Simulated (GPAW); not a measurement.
# Converging the plane-wave cutoff: CaI2 (P3m1, 3 atoms in the cell)

```yaml
crystal:
  lattice:
    - [4.55161, 0.00000, 0.00000]
    - [-2.27581, 3.94181, 0.00000]
    - [0.00000, 0.00000, 7.24588]
  atoms:
    - { symbol: Ca, position: [0.00000, 0.00000, 0.00690] }
    - { symbol: I, position: [0.33333, 0.66667, 0.24430] }
    - { symbol: I, position: [0.66667, 0.33333, 0.75570] }
```

Method of the run: PBEsol, GPAW PAW datasets PBEsol (made by gpaw-setup) (plane waves; GPAW).

Base settings: mode = pw; ecut = 550 eV; xc = PBEsol; kpts = 2 2 2; mesh shift (steps) = 0 0 0; occupations.name = fixed-uniform; nbands = -8; convergence.bands = -6; symmetry.symmorphic = false; symmetry.tolerance = 0.0005.

The second cell is the first with its lattice scaled by 0.98.

The mesh stays at the base's, so the ladder's end is converged at best in this setting alone.

Only quantities that move along the ladder and can be compared are tabulated; the gap is left out on so coarse a mesh.

The count of work is k-points × plane waves × bands × iterations; it is no time. 

The starting cell comes from a database of computed structures (which also holds hypothetical and non-ambient phases and stackings), without a prior relaxation at this level. Its lattice was rescaled by up to half a per cent. One atom was moved a little off its site on purpose.

Steps (ecut): 190 eV; 220 eV; 250 eV; 275 eV; 300 eV; 330 eV; 385 eV; 440 eV; 495 eV; 550 eV; 605 eV; 660 eV; 740 eV; 825 eV; 960 eV; 1100 eV; 1320 eV.

### Question
What is the coarsest ecut that holds the energy of the compressed cell less the first within 0.2 meV/atom of the last step, with all finer ones?

### Answer
440 eV, at 0.19 of the last step's count of work; the step before is off by 0.43 meV/atom.

### Question
What is the coarsest ecut that holds the free energy within 5 meV/atom of the last step, with all finer ones?

### Answer
440 eV, at 0.19 of the last step's count of work; the step before is off by 12 meV/atom.

### Question
What is the coarsest ecut that holds the pressure within 0.05 GPa of the last step, with all finer ones?

### Answer
495 eV, at 0.26 of the last step's count of work; the step before is off by 0.08 GPa.

| ecut | free energy less the last step's (meV/atom) | energy of the compressed cell less the first (meV/atom) | pressure (GPa) | largest difference of a force vector from the last step's (eV/Å) | count of work / last |
|---|---|---|---|---|---|
| 190 eV | 237.96 | 10.84 | -0.53 | 0.052 | 0.054 |
| 220 eV | 199.07 | 5.94 | -0.88 | 0.028 | 0.082 |
| 250 eV | 147.45 | 6.55 | -1.23 | 0.018 | 0.089 |
| 275 eV | 106.95 | 8.99 | -1.26 | 0.012 | 0.10 |
| 300 eV | 71.67 | 6.06 | -1.13 | 0.008 | 0.12 |
| 330 eV | 39.89 | 9.23 | -0.88 | 0.007 | 0.13 |
| 385 eV | 12.18 | 7.62 | -0.49 | 0.005 | 0.17 |
| 440 eV | 4.18 | 7.21 | -0.32 | 0.004 | 0.19 |
| 495 eV | 1.81 | 7.21 | -0.26 | 0.005 | 0.26 |
| 550 eV | 1.02 | 7.22 | -0.25 | 0.005 | 0.32 |
| 605 eV | 0.62 | 7.21 | -0.25 | 0.000 | 0.31 |
| 660 eV | 0.32 | 7.19 | -0.24 | 0.005 | 0.35 |
| 740 eV | 0.11 | 7.16 | -0.24 | 0.004 | 0.44 |
| 825 eV | 0.01 | 7.18 | -0.24 | 0.006 | 0.56 |
| 960 eV | -0.01 | 7.18 | -0.23 | 0.005 | 0.70 |
| 1100 eV | -0.02 | 7.19 | -0.23 | 0.005 | 0.85 |
| 1320 eV | 0.00 | 7.19 | -0.24 | 0.000 | 1.0 |

The energy difference between the two cells stays within 1 meV/atom of the last step's from 385 eV on, the total only from 605 eV on: much of the error is common to both cells and cancels.
